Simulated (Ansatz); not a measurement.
## What x(Nb) = 0.625, 8 atoms, P1 does to Y

Base system: Y in the hcp (Mg type) structure (space group P6_3/mmc, No. 194; a = 3.683 Å, c = 5.698 Å).

The other end (x = 1) is Nb in the hcp (Mg type) structure (space group P6_3/mmc, No. 194; a model cell, its experimental status unchecked): 18.56 Å³/atom, gap zero; this end may not be an ambient phase.

Modification: Nb replaces 62.5 % of the Y, ordered in a cell of 8 atoms (starting symmetry P1) and fully relaxed.

Calculations: DFT with r2SCAN, PAW potentials and a 500 eV plane-wave cutoff in Ansatz (an electronic-structure program), no spin-orbit coupling. Γ-centred 8×10×8 mesh, Fermi–Dirac width 0.05 eV, for the changed cell.

```json
[
 {"quantity": "volume per atom", "base": "33.46 Å³", "changed": "22.66 Å³", "shift": "-10.80 Å³"},
 {"quantity": "density", "base": "4.41 g/cm³", "changed": "6.70 g/cm³", "shift": "+2.29 g/cm³"},
 {"quantity": "space group", "base": "P6_3/mmc (No. 194)", "changed": "Pm (No. 6)", "shift": "–"},
 {"quantity": "shortest interatomic distance", "base": "3.555 Å", "changed": "2.693 Å", "shift": "-0.862 Å"},
 {"quantity": "band gap", "base": "zero", "changed": "zero", "shift": "–"},
 {"quantity": "mixing energy (to 0.01 eV only: unlike meshes or grids) (against an end that may be hypothetical)", "base": "–", "changed": "+0.12 eV/atom", "shift": "–"},
 {"quantity": "deviation of the volume from the linear (Vegard-type) interpolation", "base": "–", "changed": "-6.2 %", "shift": "–"}
]
```

Cost of the whole job for the changed cell (relaxation, final SCF and bands): about 110 core-minutes (a rough figure).

Each cell is one ordered arrangement of few atoms, which overstates ordering effects compared with a random alloy. Whether these cells are dynamically stable was not tested. The final runs are not spin-polarised. Under x(Nb) = 0.625, 8 atoms, P1 the cell changed shape so far that it is another structure. This is not the structure that Nb has at room temperature and ambient pressure.
